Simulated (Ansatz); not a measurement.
## SrO: energy against strain

SrO (rock salt, Fm-3m, 16.801 Å³/atom at rest) under an equal strain ε in the (111) plane with the normal axis free, as in a coherent film. PBEsol in Ansatz, a plane-wave DFT program (PAW, default set), 420 eV, 11×11×11 Γ-centred mesh, Fermi-Dirac smearing 0.05 eV; ions are relaxed within the symmetry of each cell.

Here s stands for strain and y for E less E0.

```csv
strain (%),E less E0 (meV/atom)
-2.50,?
-1.25,3.06
-0.83,1.34
-0.42,0.33
0.00,0.00
0.42,0.32
0.83,1.29
1.25,2.95
```

The 7 complete rows are fitted with a parabola, y against s. Least squares gives y = -0.011 - 0.0377·s + 1.9291·s². Residuals (row less fit): 0.010, -0.009, -0.015, 0.011, 0.007, 0.003, -0.006; standard error 0.012 (degrees of freedom: 4). Twice the quadratic coefficient over the volume, 2 × 1.9291 meV × 10⁴ × 0.1602 / 16.801 Å³, is twice the biaxial elastic modulus of this plane = 368 ± 1.5 GPa.

Q: Predict the withheld y at s = -2.50 from the fit, and compare with the calculation.

A: y = -0.011 - 0.0377 × (-2.50) + 1.9291 × (-2.50)² = 12.140 meV/atom. The calculation gives 12.62 meV/atom, 0.480 meV/atom above the prediction (3.8 % of the range of y in the table). The row lies outside the fitted rows, so this is an extrapolation. From the scatter of the fitted rows alone, a prediction at this place has a standard error of 0.048 meV/atom, so the miss is 10.0 times that.

One order more, fitted to all 13 runs of the series, follows each within 0.02, so the miss is the next term of a smooth law. Rows are the converged runs of the series near zero and its far end; series whose fitted rows scatter by over a few per cent of the range, as at a crossing or softening among them, aren't shown in this form. Most that stay on the fit to the last digits aren't either.
